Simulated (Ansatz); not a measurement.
```
AlRu
1.0
    3.00388     0.00000     0.00000
    0.00000     3.00388     0.00000
    0.00000     0.00000     3.00388
Al Ru
1 1
Direct
  0.00000   0.00000   0.00000
  0.50000   0.50000   0.50000
```

These are PBE, DFPT electron-phonon coupling, linearised Boltzmann equation (plane waves, PAW, scalar-relativistic; Ansatz, a first-principles code) values and carry that method's errors. Condition of this run: functional PBE, cell relaxed with it. Geometry: relaxed with this functional, without spin-orbit coupling.

Predict the intrinsic resistivity at 300 K.

7.2 μΩ·cm.

And the electrons' mean free path at that temperature?

8.4 nm, weighted by the current that each state carries. Wires not much wider than this gain resistivity from their walls.

A metal at this level (no band gap). Only scattering by harmonic phonons is included (no impurities, grain boundaries, electron-electron scattering or thermal expansion). Spin-orbit coupling is left out. Halving the electron mesh (28x28x28) moves the resistivity by up to 2 % at 300 K, the mean free path by up to 3 %. Smearing 0.20 eV; phonons on a 5x5x5 q mesh, which this run doesn't test.
